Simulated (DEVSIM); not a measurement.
System: abrupt GaP n-p junction, at 300 K.

Layer 1 from the left is GaP, thickness (μm) 0.960, Nd (cm⁻³) 4.9e17, τn (s) 2.5e-6, τp (s) 2.5e-6. Layer 2 from the left is GaP, thickness (μm) 17.0, Na (cm⁻³) 1.9e14, τn (s) 2.5e-6, τp (s) 2.5e-6.

Left contact: ohmic. Right contact: ohmic. Voltage is applied to the left contact. Recombination: SRH at mid-gap, radiative. Mobility is constant in doping.

This is a model device: material constants are rounded textbook-type values typed into the input, and sizes, dopings and lifetimes were drawn at random. Values at 300 K.

GaP: gap (eV) 2.26, affinity (eV) 3.8, permittivity 11.1, Nc (cm⁻³) 1.8e19, Nv (cm⁻³) 1.9e19, μn (cm²/Vs) 250, μp (cm²/Vs) 150, B (cm³/s) 1e-13.

Model (solved in DEVSIM): 1D drift-diffusion, Boltzmann statistics, complete ionisation; no tunnelling, impact ionisation, image-force lowering or self-heating.

Dark forward current:

| |V| (V) | |J| (A/cm²) |
|---|---|
| 0.70 | 7.149e-13 |
| 0.75 | 1.935e-12 |
| 0.80 | 5.245e-12 |
| 0.85 | 1.425e-11 |
| 0.90 | 3.880e-11 |
| 0.95 | 1.060e-10 |
| 1.00 | 2.908e-10 |
| 1.05 | 8.028e-10 |
| 1.10 | 2.242e-9 |
| 1.15 | 6.397e-9 |
| 1.20 | 1.908e-8 |
| 1.25 | 6.201e-8 |
| 1.30 | 2.329e-7 |
| 1.35 | 1.055e-6 |
| 1.40 | 5.694e-6 |
| 1.45 | 3.458e-5 |
| 1.50 | 0.0002235 |
| 1.55 | 0.001479 |
| 1.60 | 0.009597 |
| 1.65 | 0.05487 |
| 1.70 | 0.2434 |
| 1.75 | 0.8442 |
| 1.80 | 2.455 |
| 1.85 | 6.147 |
| 1.90 | 13.09 |
| 1.95 | 23.67 |

### Question
Work out the local ideality factor n = ΔV / (kT/q · ln(J2/J1)) between the rows 0.70 and 0.75 V, 1.50 and 1.55 V, 1.90 and 1.95 V.

### Answer
kT/q = 25.85 mV. From 0.70 to 0.75 V: ln(1.935e-12/7.149e-13) = 0.996, n = 1.94, near the 2 of recombination in the depletion region. From 1.50 to 1.55 V: ln(0.001479/0.0002235) = 1.890, n = 1.02, near the 1 of diffusion or emission over a barrier. From 1.90 to 1.95 V: ln(23.67/13.09) = 0.592, n = 3.27.

### Question
Estimate the current at 1.50 V from the Shockley equation with J0 = Σ q ni² D/(N L) coth(W/L), τ joining the SRH, radiative and Auger lifetimes that are on, and W taken as the whole layer.

### Answer
ni² = 3.67 cm⁻⁶; holes in the n layer: μ = 150 cm²/Vs, D = 3.88 cm²/s, τ = 2.23e-6 s, L = 29.4 μm, W/L = 0.033, term 4.85e-32 A/cm²; electrons in the p layer: μ = 250 cm²/Vs, D = 6.46 cm²/s, τ = 2.50e-6 s, L = 40.2 μm, W/L = 0.42, term 1.25e-29 A/cm². J0 = 1.25e-29 A/cm², and J = J0 exp(qV/kT) = 0.000199 A/cm². The simulation gives 0.000224 A/cm²; the estimate lies 11 % below. The estimate leaves out recombination in the depletion region and that region's share of W.
